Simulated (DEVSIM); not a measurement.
Structure: isotype n-n heterojunction GaP/Si, at 250 K.

Layer 1 from the left is GaP, thickness (μm) 0.100, Nd (cm⁻³) 2.3e16, τn (s) 1.9e-7, τp (s) 1.9e-7. Layer 2 from the left is Si, thickness (μm) 0.210, Nd (cm⁻³) 2.1e15, τn (s) 1.9e-7, τp (s) 1.9e-7.

Left contact: ohmic. Right contact: ohmic. Voltage is applied to the left contact. Recombination: SRH at mid-gap, radiative, Auger. Mobility is constant in doping.

This is a model device: material constants are rounded textbook-type values typed into the input, and sizes, dopings and lifetimes were drawn at random. Values at 300 K; Nc and Nv go as T^1.5, mobilities as T to minus their exponent, the gap by Varshni's rule with the affinity fixed.

GaP: gap (eV) 2.26, affinity (eV) 3.8, permittivity 11.1, Nc (cm⁻³) 1.8e19, Nv (cm⁻³) 1.9e19, μn (cm²/Vs) 250, μp (cm²/Vs) 150, T exponent of μn 1.6, T exponent of μp 1.98, B (cm³/s) 1e-13, Cn (cm⁶/s) 1e-30, Cp (cm⁶/s) 1e-30, Varshni α (eV/K) 0.00058, Varshni β (K) 372. Si: gap (eV) 1.124, affinity (eV) 4.05, permittivity 11.7, Nc (cm⁻³) 2.86e19, Nv (cm⁻³) 3.1e19, μn (cm²/Vs) 1417, μp (cm²/Vs) 470, T exponent of μn 2.3, T exponent of μp 2.2, B (cm³/s) 4.7e-15, Cn (cm⁶/s) 2.8e-31, Cp (cm⁶/s) 9.9e-32, Varshni α (eV/K) 0.000473, Varshni β (K) 636.

Model (solved in DEVSIM): 1D drift-diffusion, Boltzmann statistics, complete ionisation; no tunnelling, impact ionisation, image-force lowering or self-heating. Band offsets follow the typed affinities; no thermionic-emission limit at abrupt steps, no polarisation charge.

Q: What does the simulation give for the potential step across the device at zero bias, the dark forward voltage at 100 A/cm²?

A: potential step across the device at zero bias 0.312 V; dark forward voltage at 100 A/cm² 0.980 V.
